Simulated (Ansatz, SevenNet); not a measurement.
For TiSi2 (Cmcm, No. 63, 6 atoms in the cell; start mp-1077503; a measured phase of this formula has another space group), the machine-learned potential SevenNet-0 (trained on PBE and PBE+U data) gives:

```
Quantity                        Value
---------------------  --------------
volume per atom         14.35 Å³/atom
enthalpy of formation  -0.599 eV/atom
```

What does LDA in Ansatz (PAW) give for the same quantities?


- equilibrium volume per atom: 13.60 Å³/atom (decreases by 5.2 %)
- formation enthalpy: -0.680 eV/atom (moves by -0.081 eV/atom)

Changes are worked out from the printed values.

Unless a cell is named, each level is at its own relaxed cell (SevenNet-0 14.35, LDA 13.60 Å³/atom).

Caveats: the relaxation could not lower the start's symmetry, so the cell can be a saddle point above a distorted one (SevenNet-0, LDA). Ansatz's density-functional and Hartree–Fock values are scalar-relativistic unless marked +SOC, with PAW data made under PBE.

A start named mp-… is a Materials Project structure, which need not be a measured phase.

Ansatz is an electronic-structure program.
